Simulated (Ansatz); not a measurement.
Start from BN (space group P6_3/mmc, No. 194; a = 2.5005 Å, c = 6.4117 Å; layered, stacked along the Cartesian z axis). Axes: x lies along a and z along c of the hexagonal cell.

All numbers come from Ansatz (a quantum-chemistry and plane-wave program) PBEsol-D3(BJ), no spin-orbit coupling.

Strains are applied to the cell and any free atomic positions relax.

One change was made to it. Results:

| quantity | base | after |
|---|---|---|
| energy relative to the base (free energy F) | 0 meV/atom | 0.0 meV/atom |
| smallest direct gap | 4.49 eV | 4.51 eV |
| band gap | 4.08 eV | 4.09 eV |
| pressure (mean of the normal stresses, compression positive) | 0.00 GPa | -0.07 GPa |

### Question
Which of these changes matches the shifts?
A) uniaxial strain ε_zz = +1.80 %
B) uniaxial strain ε_zz = +0.60 %
C) uniaxial strain ε_zz = +3.00 %
D) uniaxial strain ε_zz = +2.40 %

### Answer
B, uniaxial strain ε_zz = +0.60 %. For comparison, the smallest direct gap in the other runs: uniaxial strain ε_zz = +2.40 % gives 4.58 eV; uniaxial strain ε_zz = +1.80 % gives 4.56 eV; uniaxial strain ε_zz = +3.00 % gives 4.59 eV.

No phonon test of stability was made.
